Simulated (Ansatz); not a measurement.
A computed series for Sc: thickness series

Take Sc in the fcc (Cu type) structure (space group Fm-3m, No. 225; a = 4.553 Å) as the base. Axes: x, y, z lie along the cube axes.

Free-standing slabs (1 atom(s) a layer) normal to [111] with 15 Å of vacuum; in-plane cell held at bulk.

The values are results of PBEsol (Ansatz, a quantum-chemistry and plane-wave program, PAW, no spin-orbit coupling), not measurements.

Notes on the quantities. excess energy per area of both faces: slab less bulk energy over the cell's area: twice a surface energy; uncertain by up to 0.1 J/m²; layer's space group: with vacuum.

```tsv
change	excess energy per area of both faces	thickness between the outermost nuclei	layer's space group	shortest interatomic distance
base	–	–	–	3.219 Å
1 layer	–	–	P6/mmm (No. 191)	3.219 Å
2 layers	2.52 J/m²	2.38 Å	P-3m1 (No. 164)	3.018 Å
3 layers	2.64 J/m²	5.09 Å	P-3m1 (No. 164)	3.151 Å
4 layers	2.6 J/m²	7.72 Å	P-3m1 (No. 164)	3.133 Å
5 layers	2.6 J/m²	10.34 Å	P-3m1 (No. 164)	3.126 Å
6 layers	2.6 J/m²	12.97 Å	P-3m1 (No. 164)	3.128 Å
7 layers	2.6 J/m²	15.60 Å	P-3m1 (No. 164)	3.128 Å
```

Slab and bulk use different k-meshes, which limits the precision of the excess energy. No phonon test of stability was made. The final runs are not spin-polarised. This is not the structure that Sc has at room temperature and ambient pressure.
